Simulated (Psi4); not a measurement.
Psi4 1.11, unrestricted TPSS/def2-svp: dimethyl diselenide cation (C[Se][Se]C), charge +1, multiplicity 2, 10 atoms. The geometry is a generated start, not checked to be a minimum at this level.

* **task**: energy
* **method**: tpss
* **basis**: def2-svp
* **memory**: 3 GB
* **maxiter**: 100
* **keys of the molecule block**: symmetry c1
* **scf_type**: df (default)
* **guess**: auto, which took SAD (default)
* **scf_initial_accelerator**: adiis (default)
* **e_convergence**: 1e-06 (default)
* **d_convergence**: 1e-06 (default)
* **dft_radial_points**: 75 (default)
* **dft_spherical_points**: 302 (default)
* **basis functions**: 122
* **grid points**: 213373

```xyz
10

C      2.0189    -0.3281    -0.2599
Se     1.0394     1.3171     0.2203
Se    -0.8985     1.0274    -0.9661
C     -2.0356     0.0855     0.3453
H      3.0797    -0.1135    -0.1817
H      1.7656    -0.6022    -1.2770
H      1.7499    -1.1285     0.4246
H     -2.8166    -0.4158    -0.2216
H     -2.4692     0.8036     1.0400
H     -1.4337    -0.6455     0.8761
```

Charge 1 and multiplicity 2 are set for this test and not shown to be the ground state.

One run each on 2 threads. Values of diis_max_vecs tried: 3, 6, 10 (default), 20.

How does the count of SCF iterations change with diis_max_vecs, and where is it least?

Fewest SCF iterations, within one of each other: 6 with 24, 10 (default) with 23. The count rises to 71 at 3. All converge to one solution.

```
diis_max_vecs  SCF iterations            end
-------------  --------------  -------------
3                          71  same solution
6                          24  same solution
10 (default)               23  same solution
20                         36  same solution
```
